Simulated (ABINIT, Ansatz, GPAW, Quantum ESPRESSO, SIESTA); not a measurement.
## GaSn3 (Fm-3m, 4 atoms in the cell) computed with different codes at matched settings

Self-consistent single point.

```
CELL_PARAMETERS angstrom
      0.00000     3.70595     3.70595
      3.70595     0.00000     3.70595
      3.70595     3.70595     0.00000
ATOMIC_POSITIONS crystal
  Ga 0.00000 0.00000 0.00000
  Sn 0.25000 0.25000 0.25000
  Sn 0.75000 0.75000 0.75000
  Sn 0.50000 0.50000 0.50000
```

Shared settings, as Ansatz (a first-principles code) writes them: kpoints.mp_grid.grid = 4 4 4; scf.occupations.method = fermi_dirac; scf.occupations.width = 0.136 eV. Potentials and cutoffs stand in the table.

| code | model | pressure (GPa) | cutoff |
|---|---|---|---|
| SIESTA | LDA PW92, numerical atomic orbitals DZP, PseudoDojo LDA standard norm-conserving potentials (rewritten from UPF to PSML) | -3.41 | grid 350 Ry |
| GPAW | LDA (Perdew-Wang 92), GPAW PAW datasets LDA (gpaw-data 1.0.1) | -3.30 | 600 eV |
| Ansatz | LDA (PW92), PAW files made with PBE | -3.06 | 420 eV |
| Quantum ESPRESSO | LDA (PZ), GBRV 1.5 ultrasoft (LDA) pseudopotentials | -5.00 | 50 Ry |
| ABINIT | LDA (PW92), PAW (JTH v2.0 LDA PAW) | -3.12 | 40 Ry |

The spread over the programs that give each value: pressure within 1.94 GPa.

SIESTA uses small atom-centred bases, whose incompleteness enters pressures, forces and empty levels differently from a plane-wave cutoff. Ansatz's pressure is given at a fixed set of plane waves, as the other plane-wave codes print theirs. The same LDA comes in different parametrisations, which differ slightly. In the pressure, Quantum ESPRESSO (by 1.78) lies more than 1 GPa from the median of the plane-wave programs.

On the base mesh (9 9 9) the same programs gave: Ansatz pressure -2.98 GPa; Quantum ESPRESSO pressure -4.92 GPa; ABINIT pressure -3.04 GPa; GPAW pressure -3.20 GPa; SIESTA pressure -3.33 GPa.

The starting cell comes from a database of computed structures (which also holds hypothetical and non-ambient phases and stackings), without a prior relaxation at this level.

Left out of this page: Elk and FLEUR (not drawn, or without a comparable value).

Keys are those of Ansatz 0.2.
